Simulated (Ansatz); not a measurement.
# metastable zinc-blende GaN: the defect Mn_Ga

All values below come from PBE, PAW (plane waves to 420 eV; Ansatz, an electronic-structure program). Cell: 64 sites, 2×2×2; final energies on a 2×2×2 shifted mesh. Site at the start: the Ga site. These values are not converged in cell size to better than tenths of an eV. The semilocal functional narrows the gap, so deep levels can fall outside it. Spin–orbit coupling is left out, and no Hubbard U is applied to the open shells. Each state is the lowest found from its start.

Formation energies E_f are those of the neutral cell. Chemical conditions: Ga-rich (Δμ(Ga) = 0.00 eV, Δμ(Mn) = -0.87 eV, bounded by MnGa4 (Im-3m); only phases computed here count, gases as isolated molecules at 0 K); N-rich (Δμ(Ga) = -0.87 eV, Δμ(Mn) = -0.44 eV, bounded by Mn2N (Pbcn); only phases computed here count, gases as isolated molecules at 0 K). Reference phases: Ga: alpha gallium, Mn: fcc-type Mn, layered antiferromagnet.

```json
[
 {"charge": "+1", "moment (μB)": "3.0", "largest move off a lattice site (Å)": "0.08", "E_f, Ga-rich (eV)": "–", "E_f, N-rich (eV)": "–", "above the lowest spin state (eV)": "0.00"},
 {"charge": "+1", "moment (μB)": "3.0", "largest move off a lattice site (Å)": "0.08", "E_f, Ga-rich (eV)": "–", "E_f, N-rich (eV)": "–", "above the lowest spin state (eV)": "0.00"},
 {"charge": "0", "moment (μB)": "4.0", "largest move off a lattice site (Å)": "0.05", "E_f, Ga-rich (eV)": "2.55", "E_f, N-rich (eV)": "1.24", "above the lowest spin state (eV)": "0.00"},
 {"charge": "0", "moment (μB)": "not spin-polarised", "largest move off a lattice site (Å)": "0.06", "E_f, Ga-rich (eV)": "3.38", "E_f, N-rich (eV)": "2.08", "above the lowest spin state (eV)": "0.84"},
 {"charge": "−1", "moment (μB)": "5.0", "largest move off a lattice site (Å)": "0.09", "E_f, Ga-rich (eV)": "–", "E_f, N-rich (eV)": "–", "above the lowest spin state (eV)": "0.00"},
 {"charge": "−1", "moment (μB)": "5.0", "largest move off a lattice site (Å)": "0.09", "E_f, Ga-rich (eV)": "–", "E_f, N-rich (eV)": "–", "above the lowest spin state (eV)": "0.00"},
 {"charge": "−2†", "moment (μB)": "fractional", "largest move off a lattice site (Å)": "0.08", "E_f, Ga-rich (eV)": "–", "E_f, N-rich (eV)": "–", "above the lowest spin state (eV)": "0.00"},
 {"charge": "−2", "moment (μB)": "not spin-polarised", "largest move off a lattice site (Å)": "0.06", "E_f, Ga-rich (eV)": "–", "E_f, N-rich (eV)": "–", "above the lowest spin state (eV)": "1.91"}
]
```

† Not settled in this cell, so no level is given: charge −2: fractional moment.

Starting moments that weren't kept: charge +1 began with 1 μB and ended with 3.0; charge −1 began with 1 μB and ended with 5.0.
